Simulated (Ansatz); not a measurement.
The starting structures come from a database of crystals and need not be the phases stable at ambient conditions.

# Evanescent states of TiGeO3 (R-3, not sure to be the ambient phase, 10 atoms a cell, 14.1 Å³ an atom, -4 GPa at this level) along the normal of (110)

The numbers are results of PBEsol (plane waves, PAW; Ansatz, a quantum-chemistry and plane-wave program), not measurements.

No gap correction and no spin-orbit coupling; mid-gap values are interpolated between computed energies.

Energies count from the valence-band top; κ is the least over a 6×4 mesh across the current.

```csv
E (eV),κ (1/Å),where
0.04,0.068,Γ
0.10,0.115,Γ
0.17,0.146,Γ
0.24,0.170,Γ
0.32,0.189,Γ
0.39,0.205,Γ
0.46,0.218,Γ
0.53,0.230,Γ
0.59,0.239,Γ
0.67,0.246,Γ
0.73,0.252,Γ
0.81,0.256,Γ
0.88,0.240,off Γ
0.94,0.218,off Γ
1.01,0.191,off Γ
1.08,0.156,off Γ
1.16,0.103,off Γ
```

### Question
How thick must the barrier be to attenuate the transmission by 10^4 when the electrodes' Fermi level lies at 0.46 eV, and what attenuation does that film give at 0.67 eV?

### Answer
d = 4 ln 10 / (2 × 0.218) = 21.1 Å. At 0.67 eV it gives 4 × 0.246/0.218 = 4.5 decades.
